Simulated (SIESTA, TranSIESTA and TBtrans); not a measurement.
## Ta chain with one Se atom in place of Ta

Junction: Ta chain with one Se atom in place of Ta. Leads: straight Ta chain, spacing 2.35 Å. Geometry: 3 atoms about the centre moved by SIESTA (PBE, DZP) to a largest force of 0.03 eV/Å, all others as built, motion along the axis alone.

TranSIESTA and TBtrans, PBE, DZP numerical orbitals (energy shift 0.15 eV), PseudoDojo norm-conserving scalar-relativistic potentials, mesh cutoff 200 Ry, 300 K, spin-polarised (collinear), no spin-orbit coupling; self-consistent non-equilibrium Green functions.

Conductance at 300 K (G0 = 2e²/h): 0.89
Thermopower (μV/K): 2.1
Mean T from −0.5 to 0.5 eV: 0.90
Spin polarisation of the conductance, (up − down)/(up + down): 0.07

Energies count from the leads' Fermi level. Transmissions are for each spin. The energy step is 0.01 eV; narrower resonances are cut or missed.

```
E (eV)  T up  T down  lead channels up  down
------  ----  ------  ----------------  ----
-1.95   1.99    1.65                 4     3
-1.80   1.85    1.52                 4     3
-1.65   1.70    1.35                 4     3
-1.50   1.57    1.31                 4     4
-1.35   1.47    1.28                 4     4
-1.20   1.38    1.21                 4     4
-1.05   1.32    1.14                 4     4
-0.90   1.26    1.07                 4     4
-0.75   1.21    1.02         band edge     4
-0.60   1.16    0.97                 6     4
-0.45   1.11    0.92                 6     4
-0.30   1.06    0.88                 6     4
-0.15   1.00    0.85                 6     4
0.00    0.95    0.83                 6     4
0.15    0.89    0.81                 6     6
0.30    0.84    0.80                 6     6
0.45    0.80    0.79                 6     6
0.60    0.77    0.79                 6     6
0.75    0.74    0.79                 6     6
0.90    0.72    0.79                 6     6
1.05    0.71    0.79                 6     6
1.20    0.70    0.79                 6     6
1.35    0.70    0.78                 6     6
1.50    0.64    0.77         band edge     6
1.65    0.61    0.75                 4     6
1.80    0.68    0.72                 2     6
1.95    0.61    0.69                 1     6
```

The magnetic order of the leads was set by the start, and no other order was tried; the separate lead runs end at 1.06 (left) and 1.06 (right) μB an atom. The straight chain is held at its spacing; free chains may zigzag or dimerise. Spin-orbit coupling, left out here, matters for the heavy atoms.
